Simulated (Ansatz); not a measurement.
Start from Ti$_{3}$Al (space group P6_3/mmc, No. 194).

```cif
data_Al2Ti6
_chemical_formula_sum 'Ti6 Al2'
_space_group_name_H-M_alt 'P 1'
_space_group_IT_number 1
_cell_length_a 5.68760
_cell_length_b 5.68760
_cell_length_c 4.60837
_cell_angle_alpha 90.000
_cell_angle_beta 90.000
_cell_angle_gamma 120.000
loop_
_space_group_symop_operation_xyz
  'x, y, z'
loop_
_atom_site_label
_atom_site_type_symbol
_atom_site_fract_x
_atom_site_fract_y
_atom_site_fract_z
_atom_site_occupancy
Ti1 Ti 0.83032 0.66064 0.25000 1
Ti2 Ti 0.16968 0.83032 0.75000 1
Ti3 Ti 0.33936 0.16968 0.25000 1
Ti4 Ti 0.16968 0.33936 0.75000 1
Ti5 Ti 0.83032 0.16968 0.25000 1
Ti6 Ti 0.66064 0.83032 0.75000 1
Al1 Al 0.33333 0.66667 0.25000 1
Al2 Al 0.66667 0.33333 0.75000 1
```

Computed with PBEsol (Ansatz, a program for electronic structure, PAW, scalar-relativistic without spin-orbit coupling).

Before the change:

| Property | Value |
|---|---|
| Band gap | zero |

Perturbation: an isotropic linear strain of −0.25 %; the atoms relax in the strained cell.

Q: What happens to the energy relative to the base and band gap?

A: The energy grows by 0.3 meV/atom; the band gap remains zero.

No phonon test of stability was made. The final runs are not spin-polarised.
